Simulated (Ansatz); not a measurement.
The parent structure is CdS in the wurtzite structure (space group P6_3mc, No. 186; a = 4.124 Å, c = 6.708 Å). Axes: x lies along a and z along c of the hexagonal cell.

Method: Ansatz (a quantum-chemistry and plane-wave program), PBEsol, PAW, cutoff 420 eV, no spin-orbit coupling.

Base values:

The band gap comes out as 1.09 eV and the valence-band top at Γ is 0.00, 0.00, -0.05 eV.

The change: the cell is stretched by 2.40 % along z with no lateral relaxation, atoms relaxed at fixed cell.

What happens to the band gap?

The band gap falls by 0.10 eV (1.09 eV → 0.99 eV).

Predict the new valence-band top at Γ.

The valence-band top at Γ (three highest levels, from the VBM) goes from 0.00, 0.00, -0.05 eV to 0.00, 0.00, -0.13 eV.

The cells carry an imposed strain or load. Whether these cells are dynamically stable was not tested.
